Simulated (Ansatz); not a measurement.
# Hypothetical P4_2/mnm GaAs, carrier doping

The parent structure is GaAs (space group P4_2/mnm, No. 136; a = 6.9169 Å, c = 4.0030 Å; a hypothetical phase, not in the database extracts checked).

Carriers are added at fixed cell with a uniform background; the Fermi–Dirac width is that of 300 K.

Method: PBEsol in Ansatz (plane waves to 420 eV, PAW, no spin-orbit coupling).

Notes on the quantities. Fermi level from band edge: Fermi level relative to the doped band's edge (positive inside the band; to 0.05 eV).

| variant | Fermi level from band edge | gap between the host's bands |
|---|---|---|
| undoped | – | 0.48 eV |
| electrons 2.0×10^21 cm⁻³ | +0.80 eV | 0.49 eV |
| electrons 5.0×10^21 cm⁻³ | +1.00 eV | 0.49 eV |
| electrons 7.0×10^21 cm⁻³ | +1.10 eV | 0.49 eV |
| holes 2.0×10^21 cm⁻³ | +0.40 eV | 0.50 eV |
| holes 5.0×10^21 cm⁻³ | +0.70 eV | 0.51 eV |
| holes 7.0×10^21 cm⁻³ | +0.85 eV | 0.52 eV |

Carriers are added with a uniform compensating background; total energy and stress of such cells depend on the potential's zero and are not compared; many-body gap narrowing is missing at this level. Stability against distortions was not tested.

Ansatz is a quantum-chemistry and plane-wave program.
